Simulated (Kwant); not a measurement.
Device: Aharonov-Bohm ring in a Si two-dimensional gas. Effective mass 0.19 mₑ, grid spacing 3.3 nm, hard walls, nominal width 40 nm (13 grid rows, so walls 46.2 nm apart), one parabolic valley, scattering region 280 nm long along x; energies count from the band bottom; Fermi energy 0.0046 eV. Ring of mean radius 78 nm, arms as wide as the leads. Perpendicular field swept from 0 to 0.65 T, none in the leads; orbital effect alone.

Constants are typed, rounded textbook-type inputs, not results; the design itself was drawn at random and stands for no fabricated device.

Computed with Kwant: effective-mass tight-binding model on a square grid, one spin, coherent transport at 0 K. Conductance is in e²/h.

Density of the scattering states that come in from the left lead, at field = 0.48933 T, in bins, relative to the largest site value (x marks bins outside the device):

```
|xxxxxxxxxxxxxxx01110000000000xxxxxxxxxxxxxxx|
|xxxxxxxxxxxxx023433100110134320xxxxxxxxxxxxx|
|xxxxxxxxxxxx02442011001100124530xxxxxxxxxxxx|
|xxxxxxxxxx012111223210001221123210xxxxxxxxxx|
|xxxxxxxx0024312552100000012564025410xxxxxxxx|
|xxxxxxxx012212431xxxxxxxxxx157314640xxxxxxxx|
|xxxxxxx001100110xxxxxxxxxxxx133112210xxxxxxx|
|xxxxxxx00011100xxxxxxxxxxxxxx01100110xxxxxxx|
|00100001200000xxxxxxxxxxxxxxxx00111100000000|
|24543002210000xxxxxxxxxxxxxxxx00000000000000|
|1222210111231xxxxxxxxxxxxxxxxxx0222100000000|
|1222210101231xxxxxxxxxxxxxxxxxx0221000000000|
|13442003311210xxxxxxxxxxxxxxxx01210110000000|
|00100002410220xxxxxxxxxxxxxxxx03212310000000|
|xxxxxxx12102520xxxxxxxxxxxxxx13620231xxxxxxx|
|xxxxxxx013213531xxxxxxxxxxxx258413420xxxxxxx|
|xxxxxxxx034203761xxxxxxxxxx279415861xxxxxxxx|
|xxxxxxxx0146523784310000024884147620xxxxxxxx|
|xxxxxxxxxx026521454332222453137730xxxxxxxxxx|
|xxxxxxxxxxxx14652001111100124751xxxxxxxxxxxx|
|xxxxxxxxxxxxx124444310122234431xxxxxxxxxxxxx|
|xxxxxxxxxxxxxxx01122101111110xxxxxxxxxxxxxxx|
```
Scale: ten equal steps from 0.004 (start of '0') to 0.903 (end of '9'), in the order '0123456789'; x runs from -135 to 135, y from -91.3 (bottom) to 91.3 (top).

The conductance there is 1.02 e²/h with 2 open channel(s) in the leads.
